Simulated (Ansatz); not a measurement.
# C in the diamond structure (space group Fd-3m, No. 227)

```cif
data_C8
_chemical_formula_sum 'C8'
_space_group_name_H-M_alt 'Fd-3m :1'
_space_group_IT_number 227
_space_group_name_Hall 'F 4d 2 3 -1d'
_cell_length_a 3.56029
_cell_length_b 3.56029
_cell_length_c 3.56029
_cell_angle_alpha 90.000
_cell_angle_beta 90.000
_cell_angle_gamma 90.000
loop_
_atom_site_label
_atom_site_type_symbol
_atom_site_symmetry_multiplicity
_atom_site_Wyckoff_symbol
_atom_site_fract_x
_atom_site_fract_y
_atom_site_fract_z
_atom_site_occupancy
C1 C 8 b 0.50000 0.50000 0.50000 1
```
(The calculation used a cell of 2 atoms; values per cell refer to that cell.)

All numbers come from r2SCAN (Ansatz, a quantum-chemistry and plane-wave program; PAW; 500 eV plane waves; without spin-orbit coupling). k-mesh 16×16×16 (Γ-centred); smearing 0.05 eV (Fermi–Dirac).

```yaml
volume_per_atom: 5.64 Å³
density: 3.54 g/cm³
band_gap: 4.36 eV, indirect, Γ → Γ–X (71 % along)
electron_mass: 1.8 mₑ along k, 0.28 mₑ across
Hole mass (degenerate bands, along [100]): 0.28, 0.28, 0.47 mₑ
Lowest conduction-band minima above the VBM: a point along ⟨100⟩, about 1.3 Å⁻¹ from Γ 4.36 eV
total_energy: -251.556 eV/atom (σ→0; compares only within this code and set-up)
```

Masses are band curvatures over ±0.01 Å⁻¹ around the edge. Along k means along the line from Γ to the band edge. Whether these cells are dynamically stable was not tested.
